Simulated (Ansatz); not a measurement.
Results of PBE (plane waves, PAW; Ansatz, a program for electronic structure) for hcp Tb.

Numerical settings: plane-wave cutoff 520 eV, 18×18×10 k mesh (along the axes of the cell as run), Fermi–Dirac smearing 0.05 eV, spin-polarised with parallel moments, scalar-relativistic PAW data made under PBE.

Energies at three volumes about the minimum:

```json
[
 {"V (Å³/atom)": "31.665", "E − E_lowest (meV/atom)": "1.07"},
 {"V (Å³/atom)": "32.311", "E − E_lowest (meV/atom)": "0.00"},
 {"V (Å³/atom)": "32.957", "E − E_lowest (meV/atom)": "0.98"}
]
```

Task: Fit a parabola by hand: where is the minimum, and what is the bulk modulus?

Result: Slopes: (0.00 − 1.07)/(32.311 − 31.665) = -1.656 and (0.98 − 0.00)/(32.957 − 32.311) = 1.517 meV/Å³. Curvature E″ = 2 × (1.517 − (-1.656))/(32.957 − 31.665) = 4.912 meV/Å⁶. From the middle of the first interval, the slope vanishes at V0 = 31.9880 − (-1.656)/4.912 = 32.325 Å³/atom. B = V0 E″ = 32.325 × 4.912 meV/Å³ × 0.1602 GPa per meV/Å³ = 25.4 GPa. The full Birch–Murnaghan fit to all volumes gives V0 = 32.316 Å³/atom and B0 = 25.4 GPa.

Shape and atoms are relaxed at each volume.

Measured, for comparison: bulk modulus 38.7 GPa (room temperature, no zero-point or thermal correction; as tabulated in Wikipedia's data pages); equilibrium volume per atom 32.07 Å³/atom (room temperature, no zero-point or thermal correction; as tabulated in Söderlind et al. (2014), doi:10.1088/0953-8984/26/41/416001). Computed less measured: bulk modulus -34 %, equilibrium volume per atom +0.8 %.

Note: the 4f shell is treated without U or exact exchange, so its levels and filling can be wrong; the collinear magnetic order is the start's and need not be the measured one.
